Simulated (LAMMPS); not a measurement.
Molecular dynamics of HgTe (zinc blende), a cell 119 Å long along the (110) normal (2496 atoms) with 66 % of it melted and the whole then held at 570 K and zero normal pressure.

Level of theory: classical MD, pair style sw, file CdTeZnSeHgS0.sw, run in LAMMPS.

- interface speed (growth positive) = 2.95 ± 0.09 m/s
- direction = the crystal grows
- cost = very roughly 24 core-minutes

Potential: file CdTeZnSeHgS0.sw of the LAMMPS distribution; its header cites Zhou, Ward, Martin, van Swol, Cruz-Campa, and D. Zubia, Phys. Rev. B, 88, 085309 (2013).

Caution: the real compound melts congruently only under the pressure of its own vapour and loses its more volatile element when open.

Uncertainties are statistical and leave out the potential's own error.

```csv
t (ps),crystalline share
0.000,0.343
15.00,0.355
30.00,0.372
45.00,0.381
60.00,0.388
75.00,0.398
90.00,0.410
105.0,0.415
120.0,0.417
135.0,0.422
150.0,0.417
165.0,0.433
180.0,0.441
195.0,0.454
210.0,0.458
225.0,0.459
240.0,0.470
255.0,0.469
270.0,0.481
285.0,0.488
300.0,0.496
315.0,0.505
330.0,0.510
345.0,0.519
360.0,0.536
375.0,0.541
390.0,0.539
405.0,0.540
420.0,0.556
435.0,0.560
450.0,0.576
465.0,0.573
480.0,0.591
495.0,0.594
510.0,0.602
525.0,0.606
540.0,0.614
555.0,0.624
570.0,0.649
585.0,0.662
600.0,0.671
```
